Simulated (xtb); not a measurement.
xtb 6.7.1, GFN2-xTB: Si(Me)2(NMe2)(SH) (CN(C)[Si](C)(C)S), 20 atoms. The geometry is a generated start, not checked to be a minimum at this level.

* **run flags**: --grad
* **method**: GFN2-xTB
* **--acc**: 1 (default)
* **--etemp (K)**: 300 (default)
* **basis functions**: 53
* **valence electrons**: 44

```xyz
20

C      1.3870    -0.8239     1.2957
N      1.0347     0.1112     0.2547
C      2.1459     0.4024    -0.6207
Si    -0.6008     0.3164    -0.2400
C     -1.3089    -1.0019    -1.4346
C     -1.7201     0.4567     1.2892
S     -0.5899     2.2153    -1.3044
H      0.5630    -0.9230     1.9977
H      1.6229    -1.8163     0.8896
H      2.2647    -0.4572     1.8336
H      2.4978    -0.4960    -1.1409
H      1.8494     1.1411    -1.3600
H      2.9759     0.8091    -0.0369
H     -1.2815    -1.9929    -0.9905
H     -2.3417    -0.7903    -1.6975
H     -0.7415    -1.0380    -2.3608
H     -1.3025     1.1266     2.0346
H     -1.8698    -0.5127     1.7522
H     -2.6991     0.8370     1.0147
H     -1.8855     2.4363    -1.1757
```

One run each on 1 thread. Values of broydamp tried: 0.02, 0.05, 0.1, 0.2, 0.4 (default), 0.6, 0.8, 1.

**Question.** Which value of broydamp needs the fewest SCC iterations, and what happens away from it?

**Answer.** Fewest SCC iterations, within one of each other: 0.4 (default) with 12, 0.6 with 12, 0.8 with 13. The count rises to 23 at 0.02. All converge to one solution.

```
broydamp       SCC iterations            end
-------------  --------------  -------------
0.02                       23  same solution
0.05                       19  same solution
0.1                        17  same solution
0.2                        15  same solution
0.4 (default)              12  same solution
0.6                        12  same solution
0.8                        13  same solution
1                          15  same solution
```
